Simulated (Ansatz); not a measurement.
**ZrS2, response to strain**

The reference is ZrS2 in the CdI2 type structure (space group P-3m1, No. 164; a = 3.635 Å, c = 5.720 Å; layered, stacked along the Cartesian z axis).

Strains are applied to the cell and any free atomic positions relax.

All numbers come from PBE-D3(BJ) in Ansatz (plane waves to 420 eV, PAW, no spin-orbit coupling).

Candidates:
(a) isotropic strain −2.00 %
(b) isotropic strain −2.50 %
(c) isotropic strain −1.50 %
(d) isotropic strain −3.00 %

For the base:

| Item | Value |
|---|---|
| Band gap | 0.66 eV |

**Question.** Order them by band gap, lowest first.

**Answer.** (d) isotropic strain −3.00 % (0.19 eV), (b) isotropic strain −2.50 % (0.28 eV), (a) isotropic strain −2.00 % (0.36 eV), (c) isotropic strain −1.50 % (0.44 eV)

Whether these cells are dynamically stable was not tested. The zero or small gap of ZrS2 under isotropic strain −2.50 % and ZrS2 under isotropic strain −3.00 % can change with the level of theory.

Ansatz is an electronic-structure program.
